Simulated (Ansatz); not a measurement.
**Sc2C (model structure, started from the Ca2N type, R-3m, No. 166, 3 atoms in the cell): equilibrium lattice constant a by level of theory**

No measured value is used here.

| level (code) | value (Å) |
|---|---|
| LDA (Ansatz) | 3.264 |
| PBE (Ansatz) | 3.333 |
| PBEsol (Ansatz) | 3.298 |
| PBE-D3(BJ) (Ansatz) | 3.300 |
| r²SCAN (Ansatz) | 3.335 |
| r²SCAN+rVV10 (Ansatz) | 3.328 |

Cutoffs differ between the levels. Ansatz's density-functional and Hartree–Fock values are scalar-relativistic unless marked +SOC, with PAW data made under PBE.

A model structure was made by putting elements into a prototype or built by hand; it is no filed structure, need not be a known phase, and can be a saddle point held by its symmetry.

Ansatz is a quantum-chemistry and plane-wave program.
